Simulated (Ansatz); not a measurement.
The cell is built on a prototype and need not be the phase stable at ambient conditions.

By PBEsol, the system below comes out a metal.

A figure of merit of an interconnect metal is its ballistic conductance per area.

Data:

```
CELL_PARAMETERS angstrom
      3.39667     0.00000     0.00000
      0.00000     6.96465     0.00000
      0.00000     3.48233     2.01052
ATOMIC_POSITIONS crystal
  Hf 0.00000 0.00000 0.00000
  Si 0.50000 0.66667 0.00000
  Si 0.50000 0.33333 0.00000
```

Space group of this cell: P6/mmm. The cell was relaxed by PBE-D3(BJ); by PBEsol its mean pressure is 1.2 GPa.

The current flows along the normal of the first two printed cell vectors. No spin-orbit coupling; the value is a mean over 0.1 eV about the Fermi level.

Q: Estimate the ballistic conductance per area that PBEsol (Ansatz, a first-principles code) returns for this system.

A: 1.0 × 10¹⁵ S/m² for both spins.
